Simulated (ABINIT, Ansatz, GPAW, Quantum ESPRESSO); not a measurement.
## RuRh (P-6m2, 2 atoms in the cell) computed with different codes at matched settings

Self-consistent single point, at a second geometry (lattice scaled by 0.98). First geometry:

```xyz
2
Lattice="2.7731 0.0000 0.0000 -1.3865 2.4016 0.0000 0.0000 0.0000 4.3994" Properties=species:S:1:pos:R:3 pbc="T T T"
Ru     0.0000     0.0000     2.1997
Rh     1.3865     0.8005     0.0000
```

Shared settings, as Ansatz (an electronic-structure program) writes them: kpoints.mp_grid.grid = 9 9 5; scf.occupations.method = fermi_dirac; scf.occupations.width = 0.136 eV. Potentials and cutoffs stand in the table.

| code | model | ΔF from the first geometry (meV/atom) | pressure (GPa) | cutoff |
|---|---|---|---|---|
| GPAW | PBEsol, GPAW PAW datasets PBEsol (made by gpaw-setup) | -76.0 | -6.58 | 600 eV |
| Ansatz | PBEsol, PAW files made with PBE | -81.5 | -7.59 | default |
| ABINIT | PBEsol, norm-conserving pseudopotentials (PseudoDojo nc-sr-04 PBEsol standard) | -79.3 | -7.05 | 88 Ry |
| Quantum ESPRESSO | PBEsol, PseudoDojo standard norm-conserving (PBESOL) pseudopotentials | -79.3 | -7.01 | 90 Ry |

On Ansatz's run: spin polarisation is off.

The spread over the programs that give each value: ΔF from the first geometry within 5.5 meV/atom; pressure within 1.01 GPa.

Ansatz's pressure is given at a fixed set of plane waves, as the other plane-wave codes print theirs; with its correction for the finite basis it is -7.42 GPa.

The starting cell comes from a database of computed structures (which also holds hypothetical and non-ambient phases and stackings), without a prior relaxation at this level. Its lattice was rescaled by a random factor within 2.5 % of one. For this run, on top of that: lattice scaled by 0.98.

Keys are those of Ansatz 0.2.
